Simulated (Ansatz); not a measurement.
Functionals compared on the (10-11) surface of crystalline InGaZnO4 (ordered Ga and Zn layers) in its 1x1 cell (cut with top plane O + Zn, bottom plane Ga + O), relaxed from an ideal cut (the real face may reconstruct), with unlike faces, outermost plane spacing 0.22 Å in the ideal cut, in Ansatz (plane waves, PAW). The structure was relaxed with PBE; the other rows are single points on it, each with its references at the same level. Cutoff 420 eV (500 eV for r2SCAN). The surface energy is the mean of two unlike faces.

Model: 35-atom slab, Ga5In5O20Zn5, 13.2 Å thick at the start, 8x3x1 mesh, Fermi-Dirac 0.025 eV, dipole correction, all atoms relaxed; held to the part of the start's symmetry that mesh and held atoms allow; no spin, no spin-orbit, no U. These notes are the PBE run's.

| functional | surface energy (J/m²) | gap of the slab on its k-mesh (eV) | highest filled level below the top vacuum level (eV) | rough cost of the single point |
|---|---|---|---|---|
| PBE | 0.83 | 0.34 | 6.10 | – |
| r2SCAN | 1.10 | 0.68 | 6.34 | very roughly 8 core-minutes |

Ansatz is an electronic-structure program.
